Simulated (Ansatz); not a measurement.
How the band gap of ZrTiO₄ (P1, No. 1, 24 atoms in the cell; start mp-753891) moves with the method

No measured value is used here.

```csv
level (code),value (eV)
LDA (Ansatz),(withheld)
PBEsol+SOC (Ansatz),2.78
r²SCAN+SOC (Ansatz),3.18
```

Q: What belongs in the gaps?

A: 
- LDA (Ansatz, a quantum-chemistry and plane-wave program), value (eV): 2.74

Computed values are for a static lattice. Levels without +SOC have no spin–orbit coupling; where heavier elements are present it shifts gaps, mostly down, and can invert bands.  Values are at the PBEsol cell. Cutoffs differ between the levels. Ansatz's density-functional and Hartree–Fock values are scalar-relativistic unless marked +SOC, with PAW data made under PBE.

A start named mp-… is a Materials Project structure, which need not be a measured phase.
